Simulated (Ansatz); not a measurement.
Base system: AlRu in the CsCl type structure (space group Pm-3m, No. 221; a = 2.9832 Å; relaxed with 0.1 eV smearing). Axes: x, y, z lie along the cube axes.

Method: plane-wave PAW DFT at the r2SCAN level (Ansatz, a program for electronic structure, 500 eV), no SOC, earlier PAW set.

For the base:

| Property | Value |
|---|---|
| Volume per atom | 13.27 Å³ |
| Pressure | 0.0 GPa |

Modification: tensile biaxial strain of 0.63 % in the plane normal to [111], as in epitaxy on a mismatched substrate; the out-of-plane cell vector and the atoms relax.

**Question.** How does this affect the volume per atom, energy relative to the base and pressure?

**Answer.** The volume per atom grows by 0.12 Å³ (13.27 Å³ → 13.39 Å³); the energy grows by 1.5 meV/atom; the pressure (mean of the normal stresses, compression positive) goes from zero to -1.8 GPa.

Stability against distortions was not tested. All final runs are without spin polarisation.
